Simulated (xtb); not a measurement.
xtb 6.7.1, GFN2-xTB: Mo(O)(S)(Cl)(Me) ([CH3][Mo](=[O])(=[S])[Cl]), 8 atoms. The geometry is a generated start, not checked to be a minimum at this level.

```yaml
run_flags: --grad
method: GFN2-xTB
"--acc": 1 (default)
"--etemp (K)": 300 (default)
basis_functions: 41
valence_electrons: 32
```

```xyz
8

Mo     0.6457    -0.8255    -0.2570
O      1.8610    -0.1213    -1.1021
S      1.2430    -1.2918     1.7512
Cl    -0.6919    -2.2624    -1.0905
C     -0.5847     0.8867     0.1260
H     -0.0370     1.7349     0.5507
H     -1.3930     0.6383     0.8301
H     -1.0431     1.2410    -0.8085
```

Charge 0 and multiplicity 1 are set for this test and not shown to be the ground state.

One run each on 1 thread. Values of broydamp tried: 0.02, 0.05, 0.1, 0.2, 0.4 (default), 0.6, 0.8, 1.

Task: How does the count of SCC iterations change with broydamp, and where is it least?

Result: Fewest SCC iterations, within one of each other: 0.2 with 19, 0.8 with 20. The count rises to 29 at 0.02. All converge to one solution.

```csv
broydamp,SCC iterations,end
0.02,29,same solution
0.05,26,same solution
0.1,23,same solution
0.2,19,same solution
0.4 (default),21,same solution
0.6,21,same solution
0.8,20,same solution
1,21,same solution
```
